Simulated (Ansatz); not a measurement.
IrC (model structure, F-43m, No. 216, 2 atoms in the cell), treated with PBE (Ansatz, a quantum-chemistry and plane-wave program, PAW).

Settings: plane-wave cutoff 520 eV, 20×20×20 k mesh, Fermi–Dirac smearing 0.05 eV, no spin polarisation, scalar-relativistic PAW data made under PBE.

Cell (relaxed at this level):

Space group F-43m (No. 216); a = b = c = 4.621 Å, α = β = γ = 90.00°

```json
[
 {"atom": "Ir", "site": "4a", "symmetry": "-43m", "x": "0.0000", "y": "0.0000", "z": "0.0000"},
 {"atom": "C", "site": "4d", "symmetry": "-43m", "x": "0.7500", "y": "0.7500", "z": "0.7500"}
]
```
(The calculation used a cell of 2 atoms; values per cell refer to that cell.)

Give the computed bulk modulus B0.


bulk modulus B0: 276 GPa

Note: the run has no spin polarisation, so it can have missed a magnetic state; the bulk modulus is −V dP/dV from two relaxed cells at ±2 % in volume; the relaxation could raise the start's symmetry but not lower it, so the cell can be a saddle point.

Spin–orbit coupling is not included; it can open a gap where bands touch, and shift volumes and moduli.

Static lattice: no zero-point or thermal effects.

Computing time: roughly 2.1 core-minutes.

A model structure was made by putting elements into a prototype or built by hand; it is no filed structure, need not be a known phase, and can be a saddle point held by its symmetry.
